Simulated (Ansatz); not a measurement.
The parent structure is HgS in the zinc blende structure (space group F-43m, No. 216; a = 5.876 Å). Axes: x, y, z lie along the cube axes.

Level of theory: PBEsol (Ansatz, an electronic-structure program; PAW; 420 eV plane waves; without spin-orbit coupling).

Before the change:

```
Item                             Value
-----------------------------  -------
Shortest interatomic distance  2.544 Å
```

It is then changed as follows: tensile biaxial strain of 1.67 % in the plane normal to [111], as in epitaxy on a mismatched substrate; the out-of-plane cell vector and the atoms relax.

Problem. What happens to the energy relative to the base?

Solution. The energy grows by 4.3 meV/atom.

Problem. How does this affect the shortest interatomic distance?

Solution. The shortest interatomic distance rises by 0.016 Å, from 2.544 Å to 2.560 Å.

Stability against distortions was not tested. All final runs are without spin polarisation.
